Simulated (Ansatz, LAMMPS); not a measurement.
Si well of 12 atomic layers along [001] in random Si0.8Ge0.2, interfaces graded over 4 layers. Cell 16.58 × 16.58 × 49.46 Å, Si560Ge88, 648 atoms. Prepared with Tersoff's 1989 multicomponent potential (SiCGe.tersoff) in LAMMPS: minimisation. 

Basis: localised support functions (accuracy medium) on a full density matrix. k-points: zone centre alone; occupations: Fermi-Dirac, 0.010 eV; spin polarisation not allowed. Spin-orbit coupling is left out.

Problem. What is the computed gap and bonding (PBE, support functions at accuracy medium on the grid of 370 eV (Ansatz, a program for electronic structure))?

Solution. 
- Kohn-Sham gap of the cell on its k-mesh = 0.49 eV
- weight of the highest filled level on the well = 0.30
- weight of the lowest empty level on the well = 0.84
- coordination (neighbours within 2.849 Å) = 100.0 % 4-fold
- Ge-Ge bonds, mean ± spread = 2.466 ± 0.006 Å
- Ge-Si bonds, mean ± spread = 2.421 ± 0.007 Å
- Si-Si bonds, mean ± spread = 2.377 ± 0.006 Å
- bond angles, mean ± spread = 109.5° ± 0.9°
- pressure = -0.65 GPa
